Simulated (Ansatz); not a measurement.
**A computed series for TiO2: response to strain**

Base system: TiO2 in the rutile structure (space group P4_2/mnm, No. 136; a = 4.591 Å, c = 2.939 Å).

Strains are applied to the cell and any free atomic positions relax.

Computed with plane-wave PAW DFT at the PBEsol level (Ansatz, a first-principles code, 420 eV), spin-orbit coupling left out.

Notes on the quantities. energy relative to the base: free energy F; pressure: mean of the normal stresses, compression positive.

| case | band gap | volume per atom | energy relative to the base | pressure |
|---|---|---|---|---|
| base | 1.87 eV | 10.33 Å³ | 0 meV/atom | 0.00 GPa |
| isotropic strain −3.00 % | 1.97 eV | 9.42 Å³ | +68 meV/atom | 26.16 GPa |
| isotropic strain −2.40 % | 1.95 eV | 9.60 Å³ | +42 meV/atom | 20.02 GPa |
| isotropic strain −1.80 % | 1.92 eV | 9.78 Å³ | +23 meV/atom | 14.35 GPa |
| isotropic strain −1.20 % | 1.90 eV | 9.96 Å³ | +10 meV/atom | 9.16 GPa |
| isotropic strain −0.60 % | 1.89 eV | 10.14 Å³ | +2.5 meV/atom | 4.38 GPa |

Stability against distortions was not tested. All final runs are without spin polarisation.
